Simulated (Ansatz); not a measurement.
The parent structure is Ti in the hcp (Mg type) structure (space group P6_3/mmc, No. 194; a = 2.8644 Å, c = 4.5373 Å; relaxed with 0.1 eV smearing). Axes: x lies along a and z along c of the hexagonal cell.

Computed with Ansatz (a program for electronic structure) LDA, no spin-orbit coupling.

One thing is altered: tensor shear ε_xz = +1.71 % (engineering shear γ = 0.0342), atoms relaxed at fixed cell.

**Question.** Predict the stress tensor and what it implies for the stiffness.

**Answer.** Stress of the strained cell less that of the base (GPa, compression positive):
```
    0.1     0.0    -1.1
    0.0    -0.1     0.0
   -1.1     0.0     0.0
```

Then −Δσ/γ with γ = 2ε = 0.0342 gives secant stiffness values (nonlinear terms included at this strain): C55 ≈ 33 GPa.

Whether these cells are dynamically stable was not tested. The final runs are not spin-polarised.
